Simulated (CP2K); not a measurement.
Band structure of CdCo2N2 (C2/m, 5 atoms in the cell).

```
Cd(CoN)2
1.0
    3.06546     0.00000     0.00000
    1.53397     2.65405     0.00000
   -1.65701    -0.95616     8.29973
Cd Co N
1 2 2
Direct
  0.50000   0.50000   0.50000
  0.37077   0.37077   0.10323
  0.62923   0.62923   0.89677
  0.27822   0.27822   0.84757
  0.72178   0.72178   0.15243
```

Method of the run: PBEsol, GPW, DZVP-MOLOPT-SR-GTH basis, GTH-PBE potentials (GTH_POTENTIALS) (CP2K).

Settings: CUTOFF = 600 Ry; REL_CUTOFF = 40 Ry; SMEAR/METHOD = FERMI_DIRAC; ELECTRONIC_TEMPERATURE = 1160.45 K; KPOINTS/SCHEME = MONKHORST-PACK 10 10 3; GAMMA_CENTERED = T; XC_FUNCTIONAL = PBE:PBESOL; Cd/BASIS_SET = DZVP-MOLOPT-SR-GTH-q12; Cd/POTENTIAL = GTH-PBE-q12; Co/BASIS_SET = DZVP-MOLOPT-SR-GTH-q17; Co/POTENTIAL = GTH-PBE-q17; N/BASIS_SET = DZVP-MOLOPT-SR-GTH-q5; N/POTENTIAL = GTH-PBE-q5; METHOD = GPW.

The starting cell comes from a database of computed structures (which also holds hypothetical and non-ambient phases and stackings), without a prior relaxation at this level. Spin polarisation is off, so a magnetic state, if there is one, cannot be reached. Values carry the incompleteness of an atom-centred basis. The potentials were made for another functional than the one used.

Levels in eV from the Fermi level, bands 25 to 30:
```tsv
point	25	26	27	28	29	30
Γ	-1.64	-1.11	-1.11	1.18	2.55	2.78
Y	-1.41	-1.22	-1.17	-0.56	-0.25	0.59
F	-1.42	-1.22	-1.17	-0.56	-0.27	0.50
L	-1.52	-1.24	-1.17	-0.56	-0.27	0.33
Z	-1.95	-1.11	-1.11	1.45	1.89	2.78
```

Bands cross the Fermi level along this path, so the cell is metallic at this level.

Higher empty bands are left out: an atom-centred basis made for the valence describes them poorly.
